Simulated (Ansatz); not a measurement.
Si3N4: biaxial strain +0.77 %, plane normal [001], relaxed out of plane

Take Si₃N₄ (space group P6_3/m, No. 176; a = 7.625 Å, c = 2.910 Å) as the base. Axes: x lies along a and z along c of the hexagonal cell.

The change: biaxial strain +0.77 %, plane normal [001], relaxed out of plane (Cartesian); in-plane vectors clamped, the third vector and the atoms free.

Computed with plane-wave PAW DFT at the PBEsol level (Ansatz, a first-principles code, 420 eV), no spin-orbit coupling. k-mesh 4×4×9 (Γ-centred); smearing 0.05 eV (Fermi–Dirac).

* **Shortest interatomic distance**: 1.743 Å (base 1.733 Å)
* **Band gap**: 4.32 eV (base 4.19 eV)
* **Gap character**: indirect, Γ–A (33 % along) → Γ (base indirect, Γ–A (33 % along) → Γ)
* **Smallest direct gap**: 4.45 eV (base 4.39 eV)
* **Width of the top valence band**: 1.35 eV (base 1.38 eV)
* **Electron mass**: 0.22 mₑ out of plane, 1.5 mₑ in plane (at Γ) (base 0.22 mₑ along c, 1.4 mₑ across (at Γ))
* **Out-of-plane strain**: -0.32 %
* **Mean in-plane stress (compression positive)**: -4.2 GPa

Final structure (turned so that z lies along the plane normal):

```
CELL_PARAMETERS angstrom
      7.68336     0.00000     0.00000
      3.84168     6.65398     0.00000
      0.00000     0.00000     2.90124
ATOMIC_POSITIONS crystal
  Si 0.23169 0.59325 0.75000
  Si 0.76831 0.40675 0.25000
  Si 0.40675 0.82495 0.25000
  Si 0.59325 0.17505 0.75000
  Si 0.17505 0.23169 0.75000
  Si 0.82495 0.76831 0.25000
  N  0.33333 0.33333 0.75000
  N  0.66667 0.66667 0.25000
  N  0.97022 0.69957 0.75000
  N  0.02978 0.30043 0.25000
  N  0.30043 0.66979 0.25000
  N  0.69957 0.33021 0.75000
  N  0.33021 0.97022 0.75000
  N  0.66979 0.02978 0.25000
```

Masses are band curvatures over ±0.01 Å⁻¹ around the edge. Whether these cells are dynamically stable was not tested.
